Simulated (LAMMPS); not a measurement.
MD of C (diamond structure) at zero pressure over temperature, 1000 atoms; each row names its start.

Method: classical MD, pair style tersoff, file SiC_1994.tersoff; code LAMMPS.

```json
[
 {"T (K), start": "100, crystal", "state": "crystal; no diffusion seen in 30 ps", "volume": "5.6308 ± 0.0001 Å³/atom", "enthalpy": "-7.4470 ± 0.0001 eV/atom", "first peak of g(r)": "1.54 Å, height 15.7", "coordination number": "4.00 (counted to 2.02 Å)"},
 {"T (K), start": "200, crystal", "state": "crystal; no diffusion seen in 30 ps", "volume": "5.6395 ± 0.0001 Å³/atom", "enthalpy": "-7.4210 ± 0.0001 eV/atom", "first peak of g(r)": "1.54 Å, height 12.7", "coordination number": "4.00 (counted to 2.02 Å)"},
 {"T (K), start": "300, crystal", "state": "crystal; no diffusion seen in 30 ps", "volume": "5.6484 ± 0.0001 Å³/atom", "enthalpy": "-7.3949 ± 0.0002 eV/atom", "first peak of g(r)": "1.54 Å, height 10.8", "coordination number": "4.00 (counted to 2.02 Å)"},
 {"T (K), start": "1800, crystal", "state": "crystal; no diffusion seen in 30 ps", "volume": "5.7871 ± 0.0003 Å³/atom", "enthalpy": "-6.9953 ± 0.0005 eV/atom", "first peak of g(r)": "1.55 Å, height 4.7", "coordination number": "4.00 (counted to 2.02 Å)"},
 {"T (K), start": "2400, crystal", "state": "crystal; no diffusion seen in 30 ps", "volume": "5.8426 ± 0.0004 Å³/atom", "enthalpy": "-6.8334 ± 0.0008 eV/atom", "first peak of g(r)": "1.55 Å, height 4.1", "coordination number": "4.00 (counted to 2.02 Å)"},
 {"T (K), start": "3000, crystal", "state": "crystal; no diffusion seen in 30 ps", "volume": "5.8951 ± 0.0007 Å³/atom", "enthalpy": "-6.6678 ± 0.0008 eV/atom", "first peak of g(r)": "1.55 Å, height 3.7", "coordination number": "4.00 (counted to 2.02 Å)"},
 {"T (K), start": "3600, crystal", "state": "crystal; no diffusion seen in 30 ps", "volume": "5.9400 ± 0.0003 Å³/atom", "enthalpy": "-6.510 ± 0.001 eV/atom", "first peak of g(r)": "1.55 Å, height 3.3", "coordination number": "4.00 (counted to 2.02 Å)"},
 {"T (K), start": "4200, crystal", "state": "crystal; no diffusion seen in 30 ps", "volume": "5.9791 ± 0.0005 Å³/atom", "enthalpy": "-6.346 ± 0.002 eV/atom", "first peak of g(r)": "1.55 Å, height 3.1", "coordination number": "4.00 (counted to 2.02 Å)"},
 {"T (K), start": "4800, crystal", "state": "crystal; no diffusion seen in 30 ps", "volume": "6.0127 ± 0.0004 Å³/atom", "enthalpy": "-6.1900 ± 0.0008 eV/atom", "first peak of g(r)": "1.56 Å, height 2.9", "coordination number": "4.00 (counted to 2.02 Å)"}
]
```

Measured linear expansion coefficient: 0.4000 1e-6/K at 200 K (Kaye and Laby Online (NPL), 2.3.5 Thermal expansion).

Caution: in nature this polymorph isn't the stable one over the whole range of temperature at this pressure, and short runs keep a crystal in its starting form.

Caution (rows 100, crystal; 200, crystal; 300, crystal): nuclei are classical, which matters for such light atoms.

Caution (rows 1800, crystal; 2400, crystal; 3000, crystal; 3600, crystal; 4200, crystal; 4800, crystal): a run this short can hold a crystal over, or a liquid under, the potential's own melting point, which these runs don't give.

From the crystal rows between 100 and 300 K, estimate the mean linear expansion coefficient and the heat capacity. The slope of ln V over three gives 5.2 × 10^-6 /K, and dH/dT = 3.0 kB/atom. Nuclei are classical here, so the heat capacity stays near 3 kB/atom, where a real crystal's falls off below its Debye temperature.

States go by the mean squared displacement: a species diffuses where it passes 1.5 Å², still rises and gives D over 1e-6 cm²/s; a crystal has left its structure where atoms lie 0.35 Å off their sites on average or a cubic box changes its shape by 3 %, or the axial ratios of another lie 8 % off the starting cell's, which the potential's own relaxation can also do.

Uncertainties are statistical and leave out the potential's own error.
